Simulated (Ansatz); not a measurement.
The parent structure is AlAsO$_{4}$ (space group I-4, No. 82; a = 5.112 Å, c = 7.551 Å; a cell from a computed database, its experimental status unchecked). Axes: x, y, z lie along a, b, c of the conventional cell.

Perturbation: tensile biaxial strain of 1.52 % in the plane normal to [001], as in epitaxy on a mismatched substrate; the out-of-plane cell vector and the atoms relax.

Levels (all Ansatz, a quantum-chemistry and plane-wave program, PAW): PBEsol (420 eV, without spin-orbit coupling); r2SCAN (500 eV, no spin-orbit coupling).

The geometry is relaxed with PBEsol.

| Quantity | Value |
|---|---|
| PBEsol band gap | 4.49 eV |
| PBEsol gap character | direct at Γ |
| PBEsol width of the top valence band | 0.15 eV |

Q: What does r2SCAN give at this geometry for the band gap, gap character and width of the top valence band?

A: The band gap grows by 0.71 eV to 5.20 eV; the gap character remains direct at Γ; the width of the top valence band stays 0.15 eV.

Single points use the geometry relaxed with PBEsol. Whether these cells are dynamically stable was not tested.
